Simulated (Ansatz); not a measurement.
# The (111) surface of fcc Al, (√3x√3)R30°, one Al site of the top plane empty (bottom of the slab: a bare face, its two planes held)

All values below come from PBE (plane waves to 420 eV, PAW; Ansatz, a first-principles code).

Model: 17-atom slab, 11.7 Å thick at the start with caps and adatoms (thin: gaps and levels are the slab's own), 9x9x1 mesh, Fermi-Dirac 0.1 eV, dipole correction, 6 atoms held, the rest relaxed; start symmetry kept, larger cells not searched; no spin, no spin-orbit, no U. In PBE it is, or lies within 0.01 eV a 1x1 cell of, the lowest of the 2 structures of its composition computed so far; subsurface sites and larger cells were not tried.

```yaml
work_function_of_the_top_face: 4.22 eV
energy_released_by_relaxation: 0.018 eV
cost: roughly 19 core-seconds
```
